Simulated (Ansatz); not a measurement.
Base system: Al in the fcc (Cu type) structure (space group Fm-3m, No. 225).

```
CELL_PARAMETERS angstrom
      0.00000     1.99140     1.99140
      1.99140     0.00000     1.99140
      1.99140     1.99140     0.00000
ATOMIC_POSITIONS crystal
  Al 0.00000 0.00000 0.00000
```

Level of theory: LDA (Ansatz, a quantum-chemistry and plane-wave program; PAW; 420 eV plane waves; scalar-relativistic without spin-orbit coupling).

Before the change:

| Item | Result |
|---|---|
| Lattice parameter a | 3.983 Å |

It is then changed as follows: a hydrostatic pressure of 0.9 GPa.

Task: Predict the new lattice parameter a.

Result: The lattice parameter a shrinks by 0.014 Å to 3.969 Å.

Load acts through the strain it causes; cell and atoms are relaxed under it. Whether these cells are dynamically stable was not tested.
